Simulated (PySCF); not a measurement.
PySCF 2.14.0, unrestricted B3LYP/def2-tzvp, df: Hf(OH)4 triplet ([OH][Hf]([OH])([OH])[OH]), charge 0, multiplicity 3, 9 atoms. The geometry is a generated start, not checked to be a minimum at this level.

```yaml
task: energy
method: b3lyp
basis: def2-tzvp
two_electron_scheme: density fitting
mol.max_memory: 3000 MB
mf.max_cycle: 100
mf.init_guess: minao (default)
mf.DIIS: CDIIS (default)
mf.diis_space: 8 (default)
mf.conv_tol: 1e-09 (default)
mf.grids.level: 3 (default)
effective_core_potentials: those of the basis set, past Kr
basis_functions: 188
grid_points: 119352
```

```xyz
9

Hf     0.0225    -0.2259    -0.0449
O      1.5181    -0.4017    -1.1544
H      2.1363     0.3366    -1.1085
O      0.4704    -0.0003     1.7548
H      0.3403     0.9211     2.0117
O     -0.6632     1.4329    -0.5763
H     -1.0222     1.4009    -1.4711
O     -1.2998    -1.5455    -0.1387
H     -1.5025    -1.9182     0.7273
```

Charge 0 and multiplicity 3 are set for this test and not shown to be the ground state.

One run each on 2 threads, 1 BLAS thread. Values of level_shift (Hartree) tried: 0 (default), 0.1, 0.3, 1.

Question: Predict the course of the Fock builds along this series.

Answer: Fewest Fock builds: 0 (default) with 28. The count rises to 66 at 0.3. The run ends without SCF convergence in 100 cycles at 1.

```tsv
level_shift (Hartree)	Fock builds	end
0 (default)	28	same solution
0.1	50	same solution
0.3	66	same solution
1	101	no convergence
```
